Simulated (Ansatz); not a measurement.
**Al5W (space group P6_322, No. 182; a cell from a computed database, its experimental status unchecked)**

Al5W has the hexagonal space group P6₃22 (No. 182), Pearson symbol hP12. Lattice parameters: a = 4.876 Å, b = 4.876 Å, c = 8.827 Å, α = 90.00°, β = 90.00°, γ = 120.00°. Al1 on 2b is surrounded by 9 Al at 2.755–2.815 Å and 3 W at 2.815 Å (cuboctahedral). Al2 on 2d is surrounded by 9 Al at 2.734–2.815 Å and 3 W at 2.815 Å (cuboctahedral). Al3 on 6g sees 2 W at 2.734 Å and 10 Al at 2.734–2.857 Å (anticuboctahedral). W on 2c is coordinated by 12 Al at 2.734–2.815 Å (cuboctahedral). (Neighbours: up to the widest gap in distance over summed covalent radii, below 1.35, at either atom.)

All numbers come from DFT with PBEsol, PAW potentials and a 420 eV plane-wave cutoff in Ansatz (a first-principles code), no spin-orbit coupling. k-mesh 9×9×5 (Γ-centred); smearing 0.05 eV (Fermi–Dirac).

| Item | Value |
|---|---|
| Volume per atom | 15.15 Å³ |
| Density | 5.82 g/cm³ |
| Band gap | zero |
| Total energy | -2146.705 eV/atom (σ→0; compares only within this code and set-up) |

Stability against distortions was not tested. All final runs are without spin polarisation.
